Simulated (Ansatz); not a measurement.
An Ansatz (a first-principles code) input (PBEsol (Ansatz; PAW; 420 eV plane waves; without spin-orbit coupling)):

Ansatz 0.2 input:
```yaml
crystal:
  lattice:
    - [2.9304012099, 0, 0]
    - [0, 2.9304012099, 0]
    - [1.465200605, -1.465200605, 2.0261731703]
  atoms:
    - { symbol: Au, position: [0, 0, 0] }
basis: { ecutwfc: 420, ecutrho_ratio: 4, xc_grid: 2, fft_grid_basis: typed }
kpoints: { mp_grid: { grid: [28, 28, 28] } }
hamiltonian:
  xc: pbesol
  dispersion: none
  pseudopotentials: { kind: paw }
scf: { occupations: { method: fermi_dirac, width: 0.1 } }
relax: { f_tol: 0.005, max_steps: 50, cell: { stress_tol: 0.01, fix: [a, b, gamma] } }
output: { forces: true, stress: true }
checkpoint: { write: state.ck, write_every: 1000 }
```

Problem. Which symmetry and how many k-points will the program report, and about how many plane waves at Γ?

Solution. Space group I4/mmm (ITA 139) with 16 operations, k-points 1639 of 21952, and 331 plane waves at Γ.

Problem. And the final pressure?

Solution. -0.60 GPa (compression positive).

The cells carry an imposed strain or load. No phonon test of stability was made. The cell was made from Au in the fcc (Cu type) structure (space group Fm-3m, No. 225) by this change: biaxial strain +1.50 %, plane normal [001], relaxed out of plane.
